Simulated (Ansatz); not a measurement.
Tunnelling through a barrier is set by its complex band structure: the current falls as exp(−2κd) with the smallest κ.

Consider the following.

```yaml
crystal:
  lattice:
    - [3.92626, 0.00000, 0.00000]
    - [-1.96313, 3.40024, 0.00000]
    - [1.96313, 1.13341, 3.20578]
  atoms:
    - { symbol: Si, position: [0.50000, 0.75000, 0.75000] }
    - { symbol: Si, position: [0.00000, 0.00000, 0.00000] }
```

The cell is strained (all lengths scaled by 1.02); by r2SCAN it stands under a pressure of -5.1 GPa.

Transport runs along the normal of the first two printed cell vectors, the (111) plane of the conventional cell.

No gap correction and no spin-orbit coupling; mid-gap is the computed energy nearest the middle.

Question: Give the band gap and the smallest decay constant κ at mid-gap that r2SCAN in Ansatz (an electronic-structure program) yields.

Answer: Gap 0.87 eV on a 12×12×12 mesh; κ = 0.094 1/Å, at the zone centre.
